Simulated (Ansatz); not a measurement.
**SrTiO3 (I4/mcm, No. 140, 10 atoms in the cell; start mp-4651)**

The numbers are results of r²SCAN+rVV10 (Ansatz, a program for electronic structure, plane waves, PAW), not measurements.

Run with plane-wave cutoff 560 eV, 10×10×10 k mesh, Fermi–Dirac smearing 0.01 eV, no spin polarisation, scalar-relativistic PAW data made under PBE.

Cell (relaxed at this level):

Space group I4/mcm (No. 140); a = 5.5031 Å, b = 5.5031 Å, c = 7.8115 Å, α = 90.00°, β = 90.00°, γ = 90.00°

```json
[
 {"atom": "Sr", "site": "4b", "symmetry": "-42m", "x": "0.0000", "y": "0.5000", "z": "0.2500"},
 {"atom": "Ti", "site": "4c", "symmetry": "4/m..", "x": "0.0000", "y": "0.0000", "z": "0.0000"},
 {"atom": "O", "site": "8h", "symmetry": "m.2m", "x": "0.2316", "y": "0.2684", "z": "0.0000"},
 {"atom": "O", "site": "4a", "symmetry": "422", "x": "0.0000", "y": "0.0000", "z": "0.2500"}
]
```
(The calculation used a cell of 10 atoms; values per cell refer to that cell.)

```
Property    Value
--------  -------
band gap  2.34 eV
```

Spin–orbit coupling is not included.

Static lattice: no zero-point or thermal effects.

A start named mp-… is a Materials Project structure, which need not be a measured phase.
